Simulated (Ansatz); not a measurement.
The starting structures come from a database of crystals and need not be the phases stable at ambient conditions.

Evanescent states of SrCuTeF (P4/nmm, not sure to be the ambient phase, 8 atoms a cell, 21.1 Å³ an atom) along the normal of (111)

Method: r2SCAN (plane waves, PAW; Ansatz, a first-principles code).

No gap correction and no spin-orbit coupling; mid-gap values are interpolated between computed energies.

Energies count from the valence-band top; κ is the least over a 6×4 mesh across the current.

```json
[
 {"E (eV)": "0.05", "κ (1/Å)": "0.072", "where": "Γ"},
 {"E (eV)": "0.15", "κ (1/Å)": "0.117", "where": "off Γ"},
 {"E (eV)": "0.25", "κ (1/Å)": "0.143", "where": "off Γ"},
 {"E (eV)": "0.35", "κ (1/Å)": "0.162", "where": "Γ"},
 {"E (eV)": "0.45", "κ (1/Å)": "0.174", "where": "Γ"},
 {"E (eV)": "0.55", "κ (1/Å)": "0.183", "where": "Γ"},
 {"E (eV)": "0.65", "κ (1/Å)": "0.189", "where": "Γ"},
 {"E (eV)": "0.75", "κ (1/Å)": "0.192", "where": "Γ"},
 {"E (eV)": "0.85", "κ (1/Å)": "0.194", "where": "Γ"},
 {"E (eV)": "0.95", "κ (1/Å)": "0.194", "where": "Γ"},
 {"E (eV)": "1.05", "κ (1/Å)": "0.193", "where": "Γ"},
 {"E (eV)": "1.15", "κ (1/Å)": "0.190", "where": "Γ"},
 {"E (eV)": "1.25", "κ (1/Å)": "0.186", "where": "Γ"},
 {"E (eV)": "1.35", "κ (1/Å)": "0.173", "where": "Γ"},
 {"E (eV)": "1.45", "κ (1/Å)": "0.155", "where": "Γ"},
 {"E (eV)": "1.55", "κ (1/Å)": "0.133", "where": "Γ"},
 {"E (eV)": "1.65", "κ (1/Å)": "0.106", "where": "Γ"},
 {"E (eV)": "1.75", "κ (1/Å)": "0.068", "where": "Γ"}
]
```

### Question
How thick must the barrier be to attenuate the transmission by 10^4 when the electrodes' Fermi level lies at 0.15 eV, and what attenuation does that film give at 1.15 eV?

### Answer
d = 4 ln 10 / (2 × 0.117) = 39.4 Å. At 1.15 eV it gives 4 × 0.190/0.117 = 6.5 decades.
